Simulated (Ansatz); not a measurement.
System: O vacancy in polar orthorhombic HfO2 (neutral cell). Computed with PBE, PAW (plane waves to 420 eV; Ansatz, a first-principles code).

Settings: 96 host sites, the relaxed PBE lattice, the Γ point alone, smearing 0.01 eV, spin-restricted, no image-charge correction. Energies are static. Spin-orbit coupling is left out. The host's phase is taken as given; its stability against other phases was not computed. The charge state is imposed; whether it is stable for some Fermi level was not computed. Forms of the defect that were not tried may lie lower.

Barriers: single points on a 2×2×2 k-point mesh shifted by half a step at the bands' geometries (they differ from the bands' own by up to 0.16 eV, and are uncertain by about as much).

The step: a nearby O atom hops onto the vacant site. Atoms about the jump, Cartesian Å from the middle of the jump, before and after:

```json
[
 {"atom": "O1", "x0": "-0.10", "y0": "-0.01", "z0": "1.20", "x1": "0.10", "y1": "0.01", "z1": "-1.20"},
 {"atom": "Hf2", "x0": "1.17", "y0": "-1.38", "z0": "-0.04", "x1": "1.12", "y1": "-1.39", "z1": "0.02"},
 {"atom": "Hf3", "x0": "-1.52", "y0": "1.01", "z0": "0.01", "x1": "-1.47", "y1": "0.95", "z1": "0.01"},
 {"atom": "O4", "x0": "-0.60", "y0": "-2.36", "z0": "-0.71", "x1": "-0.62", "y1": "-2.41", "z1": "-0.75"},
 {"atom": "O5", "x0": "1.99", "y0": "1.95", "z0": "-0.70", "x1": "2.04", "y1": "2.00", "z1": "-0.74"},
 {"atom": "O6", "x0": "-0.60", "y0": "2.64", "z0": "-0.76", "x1": "-0.62", "y1": "2.67", "z1": "-0.73"},
 {"atom": "O7", "x0": "2.54", "y0": "-0.39", "z0": "1.28", "x1": "2.47", "y1": "-0.36", "z1": "1.27"},
 {"atom": "O8", "x0": "-2.48", "y0": "-0.35", "z0": "-1.28", "x1": "-2.54", "y1": "-0.40", "z1": "-1.27"},
 {"atom": "O9", "x0": "2.74", "y0": "-0.40", "z0": "-1.27", "x1": "2.75", "y1": "-0.39", "z1": "-1.28"},
 {"atom": "Hf10", "x0": "1.47", "y0": "0.96", "z0": "-2.54", "x1": "1.50", "y1": "0.98", "z1": "-2.55"},
 {"atom": "Hf11", "x0": "1.50", "y0": "0.98", "z0": "2.54", "x1": "1.51", "y1": "1.00", "z1": "2.57"},
 {"atom": "O12", "x0": "0.60", "y0": "-2.39", "z0": "1.83", "x1": "0.60", "y1": "-2.36", "z1": "1.84"},
 {"atom": "O13", "x0": "0.60", "y0": "2.68", "z0": "1.82", "x1": "0.59", "y1": "2.64", "z1": "1.79"}
]
```

Q: Give the saddle-point geometry and the barrier.

A: 
```tsv
atom	x	y	z
O1	0.11	0.10	0.00
Hf2	1.26	-1.48	0.01
Hf3	-1.60	1.08	0.12
O4	-0.57	-2.42	-0.76
O5	2.03	1.99	-0.77
O6	-0.64	2.70	-0.74
O7	2.54	-0.38	1.31
O8	-2.46	-0.34	-1.26
O9	2.78	-0.39	-1.26
Hf10	1.52	0.95	-2.57
Hf11	1.51	1.00	2.57
O12	0.55	-2.34	1.83
O13	0.56	2.63	1.79
```
It lies 2.42 eV above the start and 2.42 eV above the end. The program found a first-order saddle point.
